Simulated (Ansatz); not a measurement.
**Point defect Ga_Si+B_Si in silicon**

The numbers are results of PBE, PAW (plane waves to 420 eV; Ansatz, a first-principles code), not measurements. Cell: 64 sites, 2×2×2; final energies on a 2×2×2 shifted mesh. Sites at the start: the Si site; Si 2.37 Å away. Energies of charged states are corrected for periodic images (point charge plus alignment at distant sites). Dielectric constants: PBE linear response of the host. Host gap at this level: 0.61 eV. Finite-size and sampling errors can reach tenths of an eV here. Levels are measured in PBE's own, too narrow, gap. Spin–orbit coupling is left out. Each state is the lowest found from its start.

```csv
charge,moment (μB),point group,largest move off a lattice site (Å),image correction with alignment (eV)
0†,not spin-polarised,–,0.29,0.00
−1†,fractional,–,0.29,0.22
−2,not spin-polarised,C3v,0.33,0.62
```

† Not settled in this cell, so no level is given: charge 0: a level filled in part, carriers not clearly localised, level within 0.1 eV of a band edge or past it; charge −1: fractional moment, a level filled in part, carriers not clearly localised.

Point groups are those of the whole cell at tolerances of 0.03 and 0.1 Å ("near" where only the looser one holds); none is given for unsettled states.

Starting moments that weren't kept: charge −1 began with 1 μB and ended with 0.5.

All states together cost roughly 50 core-minutes.
